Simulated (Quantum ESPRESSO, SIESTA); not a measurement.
# Equation of state of MoSi2-type WSi2 (space group 139): energy against volume (SIESTA, LDA)

```xyz
3
Lattice="-1.5426 1.5426 3.7627 1.5426 -1.5426 3.7627 1.5426 1.5426 -3.7627" Properties=species:S:1:pos:R:3 pbc="T T T"
Si     0.0000     0.0000     5.0044
Si     0.0000     0.0000     2.5210
W      0.0000     0.0000     0.0000
```

Computed with LDA PW92, numerical atomic orbitals DZP, PseudoDojo LDA standard norm-conserving potentials (rewritten from UPF to PSML) (SIESTA). Settings: XC.functional = LDA; XC.authors = PW92; potentials = PseudoDojo LDA standard; PAO.BasisSize = DZP; PAO.EnergyShift = 0.01 Ry; MeshCutoff = 390 Ry; kgrid.MonkhorstPack = 26 26 26; OccupationFunction = FD; ElectronicTemperature = 0.05 eV; MaxSCFIterations = 150; SCF.Mixer.Method = Pulay; SCF.Mixer.Weight = 0.1; SCF.Mixer.History = 6; SCF.DM.Tolerance = 1.0E-04. The cell above is the first row's. The rows scale it uniformly. In all rows fractional positions and the k mesh are held. E is the free energy at the stated smearing, counted from the lowest row.

```
V (Å^3/atom)  E (meV/atom)
------------  ------------
11.9381                  ?
12.1976              68.09
12.4572              36.93
12.7167              15.84
12.9762               3.83
13.2357               0.00
13.4952               3.57
13.7548              13.83
14.0143              30.15
```

The 8 complete rows are fitted with the third-order Birch-Murnaghan form, a cubic in V^(-2/3), E against V. With u = V^(-2/3) - 0.180, the rows have u = 0.008720, 0.006089, 0.003548, 0.001093, -0.001282, -0.003580, -0.005807, -0.007964. Least squares gives E = 1.113 + 1739.33·u + 678626·u² + 310226·u³. Residuals (row less fit): 0.003, -0.004, -0.001, 0.005, 0.002, 0.000, -0.006, 0.004; standard error 0.005 (degrees of freedom: 4). Its minimum lies at u = -0.001283, so V0 = (0.178717)^(-3/2) = 13.24. There d²E/du² = 1355000 and d³E/du³ = 1861000, so B0 = (4/9) × 13.24^(-7/3) × 1355000 × 0.160218 = 233 GPa (the last factor turns the table's units into GPa), and B0' = 4 + (2/3) × 0.178717 × (1861000)/1355000 = 4.2. The program's pressures in the fitted runs (not shown) pass through zero at V = 13.24, 0.01 % from this V0.

Task: Estimate the missing E (V = 11.9381); what did the run itself give?

Result: u = 0.011445, so E = 1.113 + 1739.33 × 0.011445 + 678626 × 0.011445² + 310226 × 0.011445³ = 110.377 meV/atom. The calculation gives 110.47 meV/atom, 0.093 meV/atom above the prediction (0.1 % of the range of E in the table). The row lies outside the fitted rows, so this is an extrapolation. From the scatter of the fitted rows alone, a prediction at this place has a standard error of 0.015 meV/atom, so the miss is 6.1 times that.

Carrying the step between the two nearest rows on in a straight line would have given 99.24, off by 11.23; series whose last step already gives the withheld value aren't shown. The scan was laid around a cell of about the measured size, scaled by a guess for this functional; axis ratios and inner coordinates come from that cell. The runs keep the symmetry of the cell, so they don't test it for distortions. A plane-wave scan with the same functional (Quantum ESPRESSO, GBRV) gives V0 = 13.16 Å^3/atom and B0 = 242 GPa; a Birch-Murnaghan fit to all rows here lies 0.6 % from it in V0 and -4 % in B0; the two differ in basis, and may differ in potentials and mesh. Spin polarisation is off. Values carry the incompleteness of an atom-centred basis. Spin-orbit coupling is off. The shape of the cell and the inner coordinates aren't relaxed, so V0 and B0 belong to this uniform scaling; a relaxed crystal lies no higher in energy and is usually softer (forces reach 0.41 eV/Å in these rows). Cutoffs and mesh are single choices, not tested for convergence of this quantity. Series with a scatter that would blur these digits, or in which a gap closes, are not shown. Nor are scans whose minimum lies at an end fitted in this form.

Terms beyond the fitted order, or numerical noise in single rows, can give a miss of this size; the table doesn't tell which.
